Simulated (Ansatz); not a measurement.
The reference is ZnO in the wurtzite structure (space group P6_3mc, No. 186; a = 3.280 Å, c = 5.294 Å). Axes: x lies along a and z along c of the hexagonal cell.

(Cell as relaxed with PBE.)

Levels (all Ansatz, a program for electronic structure, PAW, earlier PAW set): PBE (420 eV, no spin-orbit coupling); r2SCAN (500 eV, no SOC).

Each level relaxes its own structure.

```json
[
 {"base": "volume per atom", "PBE": "12.33 Å³", "r2SCAN": "11.81 Å³"},
 {"base": "lattice parameter a", "PBE": "3.280 Å", "r2SCAN": "3.235 Å"},
 {"base": "band gap", "PBE": "0.74 eV", "r2SCAN": "1.23 eV"}
]
```

Now apply this change: the cell is stretched by 1.05 % along z with no lateral relaxation, atoms relaxed at fixed cell.

```json
[
 {"quantity": "band gap", "PBE": "0.71 eV", "r2SCAN": "?"},
 {"quantity": "valence-band top at Γ (three highest levels, from the VBM)", "PBE": "0.00, 0.00, -0.09 eV", "r2SCAN": "?"},
 {"quantity": "shift of the gap caused by the change", "PBE": "-0.03 eV", "r2SCAN": "?"},
 {"quantity": "stress (xx, yy, zz, yz, xz, xy; compression positive)", "PBE": "(-0.93, -0.93, -2.09, 0.00, 0.00, 0.00) GPa", "r2SCAN": "?"}
]
```

Q: What does r2SCAN give?

A: 
- band gap, r2SCAN: 1.21 eV
- valence-band top at Γ (three highest levels, from the VBM), r2SCAN: 0.00, 0.00, -0.10 eV
- shift of the gap caused by the change, r2SCAN: -0.03 eV
- stress (xx, yy, zz, yz, xz, xy; compression positive), r2SCAN: (-1.15, -1.15, -2.28, 0.00, 0.00, 0.00) GPa

PBE's band gap lies 0.495 eV below r2SCAN's; the two agree on the shift of the gap caused by the change. Neither level is exact; r2SCAN is the comparison here, not a measurement.

The cells carry an imposed strain or load. Whether these cells are dynamically stable was not tested.
